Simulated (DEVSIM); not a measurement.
Structure: Pt/SiO2/n-Si capacitor, at 300 K.

```tsv
layer (left to right)	material	thickness (nm)	Nd (cm⁻³)
1	SiO2	17.0	-
2	Si	2300	6.4e16
```

Metal gate on the left, work function 5.6 eV. Fixed charge at the semiconductor interface -3.4e11 cm⁻² (in units of +e); no interface traps.

This is a model device: material constants are rounded textbook-type values typed into the input, and sizes, dopings and lifetimes were drawn at random. Values at 300 K.

| parameter | SiO2 | Si |
|---|---|---|
| gap (eV) | 9 | 1.124 |
| affinity (eV) | 0.9 | 4.05 |
| permittivity | 3.9 | 11.7 |
| Nc (cm⁻³) | - | 2.86e19 |
| Nv (cm⁻³) | - | 3.1e19 |

Model (solved in DEVSIM): 1D Poisson equation in equilibrium, Boltzmann statistics, complete ionisation; no quantum confinement or tunnelling. Metal contacts follow the ideal Schottky-Mott rule: no Fermi-level pinning, no interface dipoles.

The interface trap density was swept, all else fixed.

```json
[
 {"interface trap density (cm^-2 eV^-1)": "0", "threshold voltage (band bending 2φF) (V)": "0.21", "minimum of the low-frequency capacitance (μF/cm²)": "0.0628", "flat-band voltage (V)": "1.66"},
 {"interface trap density (cm^-2 eV^-1)": "1e10", "threshold voltage (band bending 2φF) (V)": "0.21", "minimum of the low-frequency capacitance (μF/cm²)": "0.0635", "flat-band voltage (V)": "1.67"},
 {"interface trap density (cm^-2 eV^-1)": "1e11", "threshold voltage (band bending 2φF) (V)": "0.20", "minimum of the low-frequency capacitance (μF/cm²)": "0.0701", "flat-band voltage (V)": "1.71"},
 {"interface trap density (cm^-2 eV^-1)": "3e11", "threshold voltage (band bending 2φF) (V)": "0.17", "minimum of the low-frequency capacitance (μF/cm²)": "0.0826", "flat-band voltage (V)": "1.81"},
 {"interface trap density (cm^-2 eV^-1)": "1e12", "threshold voltage (band bending 2φF) (V)": "0.07", "minimum of the low-frequency capacitance (μF/cm²)": "0.112", "flat-band voltage (V)": "2.16"},
 {"interface trap density (cm^-2 eV^-1)": "2e12", "threshold voltage (band bending 2φF) (V)": "-0.07", "minimum of the low-frequency capacitance (μF/cm²)": "0.136", "flat-band voltage (V)": "2.65"}
]
```

From the first row to the last the threshold voltage (band bending 2φF) goes from 0.21 to -0.07. From the first row to the last the minimum of the low-frequency capacitance goes from 0.0628 to 0.136.
